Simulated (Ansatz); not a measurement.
Take HgO in the zinc blende structure (space group F-43m, No. 216; a = 5.293 Å; a hypothetical phase, not in the database extracts checked) as the base. Axes: x, y, z lie along the cube axes.

(Cell as relaxed with PBE.)

Levels (all Ansatz, a first-principles code, PAW, earlier PAW set): PBE (420 eV, no SOC); PBEsol (420 eV, no spin-orbit coupling).

Each level relaxes its own structure.

```
base                         PBE      PBEsol
-------------------  -----------  ----------
volume per atom         18.53 Å³    17.54 Å³
lattice parameter a  10.001 bohr  9.819 bohr
band gap                    zero        zero
```

Now apply this change: a free-standing slab of 3 layers (6 atoms, 2 a layer) is cut normal to [110], with 15 Å of vacuum and the in-plane cell held at bulk.

| quantity | PBE | PBEsol |
|---|---|---|
| gap character | indirect, X → Γ | (withheld) |
| band gap | 1.23 eV | (withheld) |
| excess energy per area of both faces (slab less bulk energy over the cell's area: twice a surface energy) (uncertain by up to 0.05 J/m²) | 0.54 J/m² | (withheld) |

Task: What does PBEsol give?

Result: 
- gap character, PBEsol: direct at Γ
- band gap, PBEsol: 1.01 eV
- excess energy per area of both faces (slab less bulk energy over the cell's area: twice a surface energy) (uncertain by up to 0.05 J/m²), PBEsol: 0.80 J/m²

They disagree on the gap character; PBE's band gap lies 0.22 eV above PBEsol's; PBE's excess energy per area of both faces lies 0.26 J/m² below PBEsol's. Neither level is exact; PBEsol is the comparison here, not a measurement.

Slab and bulk use different k-meshes, which limits the precision of the excess energy. With Hg present, leaving out spin-orbit coupling can change the band edges. No phonon test of stability was made. All final runs are without spin polarisation. A zero or small gap of HgO can be the functional's error rather than a property of the material. k-point labels follow each cell's own Brillouin zone.
